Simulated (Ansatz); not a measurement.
The starting structures come from a database of crystals and need not be the phases stable at ambient conditions.

 Where the default PAW files enter, the runs use the earlier of Ansatz's two default sets.

Inside the gap of an insulator the Bloch states are evanescent, with a wavenumber k + iκ along the transport direction.

Here is the system:

```
CELL_PARAMETERS angstrom
      3.31015     0.00000     0.00000
      0.00000     4.33711     0.00000
      0.00000     0.00000     5.39653
ATOMIC_POSITIONS crystal
  Fe 0.50000 0.50000 0.50000
  Fe 0.00000 0.00000 0.00000
  S  0.50000 0.70041 0.87818
  S  0.50000 0.29959 0.12182
  S  0.00000 0.20041 0.62182
  S  0.00000 0.79959 0.37818
```

Space group of this cell: Pnnm. The cell is strained (lengths across the current scaled by 0.98, ions clamped); by PBEsol its mean pressure is 0.7 GPa.

Transport runs along the normal of the first two printed cell vectors.

The gap is the functional's own, uncorrected, and κ follows it; spin-orbit coupling is left out. Mid-gap values are interpolated between the computed energies.

Problem. Estimate the band gap and the smallest decay constant κ at mid-gap that PBEsol (Ansatz, an electronic-structure program) returns for this system.

Solution. Gap 0.93 eV on a 10×8×6 mesh; κ = 0.253 1/Å, at (0.300, 0.000) of the in-plane reciprocal vectors. At the zone centre, at the nearest computed energy, the slowest state has κ = 0.32 1/Å.
